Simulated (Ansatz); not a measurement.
## How far to go with the k-point mesh: V (Im-3m, 1 atom in the cell)

```yaml
crystal:
  lattice:
    - [-1.50743, 1.50743, 1.50743]
    - [1.50743, -1.50743, 1.50743]
    - [1.50743, 1.50743, -1.50743]
  atoms:
    - { symbol: V, position: [0.00000, 0.00000, 0.00000] }
```

Computed with PBE (plane waves, PAW; Ansatz, an electronic-structure program).

Base settings: basis.ecutwfc = 30.9 Ry; kpoints.mp_grid.grid = 15 15 15; hamiltonian.xc = pbe; hamiltonian.pseudopotentials = {kind: paw} (the program's default PAW files); scf.occupations.method = gaussian; scf.occupations.width = 0.0073 Ry.

The second cell is the first with its lattice scaled by 0.98.

Only quantities that move along the ladder and can be compared are tabulated.

The count of work is k-points × plane waves × bands × iterations; it is no time. 

The starting cell has typed, rounded lattice constants, without a prior relaxation at this level. Its lattice was rescaled by up to half a per cent. Spin polarisation is off. In the base run, with a pressure of about -3 GPa the cell is away from its equilibrium volume at this level. Ansatz's pressure includes its estimate of the finite-basis (Pulay) stress.

```tsv
kpoints.mp_grid.grid	free energy less the last step's (meV/atom)	energy of the compressed cell less the first (meV/atom)	pressure (GPa)	count of work / last
3 3 3	-107.16	10.55	-3.59	0.0013
4 4 4	-103.11	9.55	-3.94	0.0026
5 5 5	40.17	24.52	-1.14	0.0032
6 6 6	59.76	20.51	-1.22	0.0051
7 7 7	-6.53	15.45	-2.74	0.0064
8 8 8	-11.22	5.28	-4.30	0.0093
9 9 9	5.38	8.07	-3.48	0.011
10 10 10	-0.73	17.31	-2.30	0.015
11 11 11	1.41	12.98	-2.98	0.018
12 12 12	5.72	11.75	-3.11	0.023
13 13 13	0.74	12.24	-3.07	0.027
15 15 15	-1.76	10.76	-3.38	0.039
16 16 16	2.21	12.56	-2.97	0.047
18 18 18	-0.07	11.30	-3.28	0.063
20 20 20	-0.62	12.03	-3.15	0.082
22 22 22	0.46	11.85	-3.14	0.11
27 27 27	0.00	11.87	-3.16	0.18
30 30 30	-0.12	11.81	-3.18	0.24
33 33 33	0.02	11.85	-3.16	0.31
37 37 37	0.00	11.80	-3.17	0.43
41 41 41	0.01	11.78	-3.17	0.57
45 45 45	0.00	11.79	-3.17	0.74
50 50 50	0.00	11.79	-3.17	1.0
```

Coarsest kpoints.mp_grid.grid that holds the pressure within 1 GPa of the last step, with all finer ones: 9 9 9, at 0.011 of the last step's count of work; the step before is off by 1.1 GPa.

Coarsest kpoints.mp_grid.grid that holds the free energy within 2 meV/atom of the last step, with all finer ones: 18 18 18, at 0.063 of the last step's count of work; the step before is off by 2.2 meV/atom.

Coarsest kpoints.mp_grid.grid that holds the energy of the compressed cell less the first within 0.2 meV/atom of the last step, with all finer ones: 22 22 22, at 0.11 of the last step's count of work; the step before is off by 0.24 meV/atom.

The energy difference between the two cells stays within 1 meV/atom of the last step's from 16 16 16 on, the total only from 18 18 18 on: much of the error is common to both cells and cancels.

Keys are those of Ansatz 0.2.
